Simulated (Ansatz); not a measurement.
Cubic perovskite CsPbBr₃ (cubic high-temperature phase), treated with Hartree–Fock in Ansatz (PAW).

Settings: plane-wave cutoff 460 eV, 4×4×4 k mesh, Fermi–Dirac smearing 0.01 eV, scalar-relativistic PAW data made under PBE.

The cell has the measured lattice: a = b = c = 5.874 Å, α = β = γ = 90.00°.

**Question.** What does this level give for the band gap and Γ–Γ gap?

**Answer.** 
band gap: 7.02 eV (on the SCF k mesh)
Γ–Γ gap: 12.52 eV

Note: held by symmetry at 0 K, a high-temperature phase can be a saddle point; cell and atoms aren't relaxed at this level (pressure 3.8 GPa).

Spin–orbit coupling is not included; with these elements it can move the gap by several tenths of an eV or more.

Static lattice: no zero-point or thermal effects.

Ansatz is a first-principles code.
